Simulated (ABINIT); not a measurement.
Input and output of a self-consistent single point for Ca (Fm-3m, 1 atom in the cell) (ABINIT).

Computed with PBEsol, norm-conserving pseudopotentials (PseudoDojo nc-sr-04 PBEsol standard) (plane waves; ABINIT 10.0.3).

```xyz
1
Lattice="0.0000 2.7984 2.7984 2.7984 0.0000 2.7984 2.7984 2.7984 0.0000" Properties=species:S:1:pos:R:3 pbc="T T T"
Ca     0.0000     0.0000     0.0000
```

Reference input (self-consistent single point, DFT, PBEsol, plane waves, norm-conserving pseudopotentials (PseudoDojo nc-sr-04 PBEsol standard)): pseudos = [Ca.upf]; ecut = 34 Ha; occopt = 7; tsmear = 0.1 eV; ngkpt = 7 7 7; nshiftk = 1; shiftk = 0 0 0; potentials = PseudoDojo nc-sr-04 PBEsol standard; nband = 10; kptopt = 1; nstep = 60; toldfe = 1e-09 Ha. This run's input differs from it in these lines:

```diff
@@ -15,6 +15,6 @@
 occopt 7
-tsmear 0.1 eV
+tsmear 0.3 eV
 nband 10
 kptopt 1
-ngkpt 7 7 7
+ngkpt 9 9 9
 nshiftk 1
```

The program printed (abridged):

```
--- !BeginCycle
solver: {iscf: 7, nstep: 60, nline: 4, wfoptalg: 0, }
tolerances: {toldfe: 1.00E-09, }
...

     iter   Etot(hartree)      deltaE(h)  residm     vres2
 ETOT  1  -38.630942194771    -3.863E+01 1.118E-01 1.059E+00
 ETOT  2  -38.643239455278    -1.230E-02 1.872E-02 8.064E-02
 ETOT  3  -38.643245710463    -6.255E-06 5.407E-03 1.077E-02
 ETOT  4  -38.643246630554    -9.201E-07 2.772E-03 1.482E-04
 ETOT  5  -38.643246649290    -1.874E-08 4.765E-03 5.986E-06
 ETOT  6  -38.643246649936    -6.456E-10 1.149E-03 1.559E-07
 ETOT  7  -38.643246649960    -2.447E-11 1.997E-03 2.791E-09
 At SCF step    7, etot is converged :
  for the second time, diff in etot=  2.447E-11 < toldfe=  1.000E-09

 Cartesian components of stress tensor (hartree/bohr^3)
  sigma(1 1)=  4.19742700E-05  sigma(3 2)=  0.00000000E+00
  sigma(2 2)=  4.19742700E-05  sigma(3 1)=  0.00000000E+00
  sigma(3 3)=  4.19742700E-05  sigma(2 1)=  0.00000000E+00

 ----iterations are completed or convergence reached----

 reduced coordinates (array xred) for    1 atoms
       0.000000000000      0.000000000000      0.000000000000
 cartesian forces (eV/Angstrom) at end:
    1     -0.00000000000000    -0.00000000000000    -0.00000000000000
 frms,max,avg= 0.0000000E+00 0.0000000E+00   0.000E+00  0.000E+00  0.000E+00 e/A
 length scales=  7.478577577150  7.478577577150  7.478577577150 bohr
   [... lines left out ...]
 Fermi (or HOMO) energy (hartree) =   0.12998   Average Vxc (hartree)=  -0.28443
 Fermi (or HOMO) energy (eV) =   3.53707   Average Vxc (eV)=  -7.73968
   [... lines left out ...]
total_energy        : -3.86432466499604E+01
total_energy_eV     : -1.05153621818873E+03
band_energy         : -6.94773601756043E+00
...

-Cartesian components of stress tensor (GPa)         [Pressure= -1.2349E+00 GPa]
- sigma(1 1)=  1.23492545E+00  sigma(3 2)=  0.00000000E+00
- sigma(2 2)=  1.23492545E+00  sigma(3 1)=  0.00000000E+00
- sigma(3 3)=  1.23492545E+00  sigma(2 1)=  0.00000000E+00

 Calculation completed.
```

The run converged in 7 iterations. Against the reference run the free energy drops by 19.3 meV/atom and the pressure moves little (-1.21 to -1.23 GPa).

The starting cell has typed, rounded lattice constants, without a prior relaxation at this level. Its lattice was rescaled by up to half a per cent.
